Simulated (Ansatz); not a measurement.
# How far to go with the plane-wave cutoff: BaAl2 (R3m, 6 atoms in the cell)

```xyz
6
Lattice="0.0000 4.2437 4.2437 4.2437 0.0000 4.2437 4.2437 4.2437 0.0000" Properties=species:S:1:pos:R:3 pbc="T T T"
Ba     4.2726     4.2726     4.2726
Ba     6.3656     6.3656     6.3656
Al     1.0609     1.0609     1.0609
Al     1.0609     3.1828     3.1828
Al     3.1828     3.1828     1.0609
Al     3.1828     1.0609     3.1828
```

Method of the run: PBEsol, default PAW files made with PBE (plane waves; Ansatz, a program for electronic structure).

Base settings: basis.ecutwfc = 30.9 Ry; kpoints.mp_grid.grid = 6 6 6; hamiltonian.xc = pbesol; hamiltonian.pseudopotentials = {kind: paw} (the program's default PAW files); scf.occupations.method = gaussian; scf.occupations.width = 0.0073 Ry.

The second cell is the first with its lattice scaled by 0.98.

The mesh stays at the base's, so the ladder's end is converged at best in this setting alone.

The first pressure column holds Ansatz's estimate of the finite-basis (Pulay) stress, which hides part of the cutoff error; the other is without it.

Only quantities that move along the ladder and can be compared are tabulated.

The count of work is k-points × plane waves × bands × iterations; it is no time. 

The starting cell comes from a database of computed structures (which also holds hypothetical and non-ambient phases and stackings), without a prior relaxation at this level. Its lattice was rescaled by up to half a per cent. One atom was moved a little off its site on purpose.

Steps (basis.ecutwfc): 10.7 Ry; 12.5 Ry; 14 Ry; 15.4 Ry; 16.9 Ry; 18.4 Ry; 21.7 Ry; 24.6 Ry; 27.9 Ry; 30.9 Ry; 33.8 Ry; 37.1 Ry; 41.5 Ry; 46.3 Ry; 54 Ry; 61.7 Ry; 74.2 Ry.

Q: What is the coarsest basis.ecutwfc that holds the free energy within 0.5 meV/atom of the last step, with all finer ones?

A: 30.9 Ry, at 0.27 of the last step's count of work; the step before is off by 1.7 meV/atom.

Q: What is the coarsest basis.ecutwfc that holds the forces within 0.005 eV/Å of the last step, with all finer ones?

A: 18.4 Ry, at 0.12 of the last step's count of work; the step before is off by 0.013 eV/Å.

Q: What is the coarsest basis.ecutwfc that holds the pressure without the Pulay estimate within 1 GPa of the last step, with all finer ones?

A: 21.7 Ry, at 0.16 of the last step's count of work; the step before is off by 2.3 GPa.

| basis.ecutwfc | free energy less the last step's (meV/atom) | energy of the compressed cell less the first (meV/atom) | pressure (GPa) | pressure without the Pulay estimate (GPa) | largest difference of a force vector from the last step's (eV/Å) | count of work / last |
|---|---|---|---|---|---|---|
| 10.7 Ry | 1143.52 | 32.37 | 1.04 | -13.62 | 0.009 | 0.055 |
| 12.5 Ry | 685.01 | 15.19 | -0.18 | -10.30 | 0.007 | 0.067 |
| 14 Ry | 441.78 | 14.73 | -0.26 | -8.10 | 0.003 | 0.085 |
| 15.4 Ry | 281.66 | 11.82 | -0.16 | -6.41 | 0.008 | 0.096 |
| 16.9 Ry | 164.15 | 8.35 | -0.56 | -4.92 | 0.013 | 0.11 |
| 18.4 Ry | 95.36 | 1.47 | -1.26 | -3.83 | 0.001 | 0.12 |
| 21.7 Ry | 27.37 | -0.94 | -1.44 | -2.42 | 0.002 | 0.16 |
| 24.6 Ry | 8.62 | -1.86 | -1.52 | -1.89 | 0.001 | 0.19 |
| 27.9 Ry | 1.73 | -1.72 | -1.51 | -1.63 | 0.000 | 0.24 |
| 30.9 Ry | 0.30 | -1.88 | -1.53 | -1.55 | 0.000 | 0.27 |
| 33.8 Ry | 0.12 | -1.89 | -1.53 | -1.53 | 0.000 | 0.31 |
| 37.1 Ry | 0.10 | -1.89 | -1.53 | -1.53 | 0.000 | 0.35 |
| 41.5 Ry | 0.07 | -1.89 | -1.53 | -1.53 | 0.000 | 0.42 |
| 46.3 Ry | 0.05 | -1.89 | -1.53 | -1.53 | 0.000 | 0.50 |
| 54 Ry | 0.04 | -1.89 | -1.53 | -1.53 | 0.000 | 0.62 |
| 61.7 Ry | 0.01 | -1.90 | -1.53 | -1.53 | 0.000 | 0.76 |
| 74.2 Ry | 0.00 | -1.90 | -1.53 | -1.53 | 0.000 | 1.0 |

The energy difference between the two cells stays within 1 meV/atom of the last step's from 21.7 Ry on, the total only from 30.9 Ry on: much of the error is common to both cells and cancels.

Two neighbours can agree and both be off: 12.5 Ry and 14 Ry differ by 0.46 meV/atom in the energy of the compressed cell less the first, yet lie about 17 meV/atom from the last step.

At the lowest cutoff the pressure without the Pulay estimate lies 12.1 GPa under the last step's, the usual sign of Pulay stress in an incomplete plane-wave basis.

Keys are those of Ansatz 0.2.
